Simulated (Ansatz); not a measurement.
Take PbS in the rock salt structure (space group Fm-3m, No. 225; a = 5.903 Å) as the base.

Level of theory: PBEsol (Ansatz, a program for electronic structure, PAW, spin-orbit coupling left out), earlier PAW set.

For the base:

- Width of the top valence band = 3.57 eV
- Valley order = L along ⟨111⟩ 0.20 eV; a point along ⟨110⟩, about 0.7 Å⁻¹ from Γ 1.15 eV

It is then changed as follows: an isotropic linear strain of +3.33 %, atoms relaxed at fixed cell.

What does the calculation give for the mean gap deformation potential ΔEg/Δln V after the change?

The mean gap deformation potential ΔEg/Δln V is +3.4 eV.

Estimate the effect on the energy relative to the base.

The energy rises by 43 meV/atom.

What happens to the width of the top valence band?

The width of the top valence band decreases by 0.71 eV (3.57 eV → 2.86 eV).

What happens to the valley order?

The valley order (the lowest conduction-band minima on the path, energy above the VBM, named in the base's zone) becomes L along ⟨111⟩ 0.53 eV; a point along ⟨110⟩, about 0.6 Å⁻¹ from Γ 1.37 eV (base: L along ⟨111⟩ 0.20 eV; a point along ⟨110⟩, about 0.7 Å⁻¹ from Γ 1.15 eV).

Spin-orbit coupling, missing from the scalar runs, can matter with Pb. Whether these cells are dynamically stable was not tested. A zero or small gap of PbS can be the functional's error rather than a property of the material.
